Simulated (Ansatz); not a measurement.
Consider WC (space group P-6m2, No. 187; a = 2.913 Å, c = 2.835 Å; relaxed with 0.1 eV smearing).

Computed with r2SCAN/PAW in Ansatz (a program for electronic structure), no spin-orbit coupling.

Strains are applied to the cell and any free atomic positions relax.

One change was made to it. Results:

```json
[
 {"quantity": "energy relative to the base (free energy F)", "base": "0 meV/atom", "after": "+97 meV/atom"},
 {"quantity": "pressure (mean of the normal stresses, compression positive)", "base": "0.0 GPa", "after": "-29.7 GPa"}
]
```

Question: Which of these changes matches the shifts?
A) isotropic strain +3.00 %
B) isotropic strain +1.50 %
C) isotropic strain +2.00 %

Answer: A, isotropic strain +3.00 %. For comparison, the energy relative to the base in the other runs: isotropic strain +1.50 % gives +25 meV/atom; isotropic strain +2.00 % gives +44 meV/atom.

Stability against distortions was not tested. The final runs are not spin-polarised.
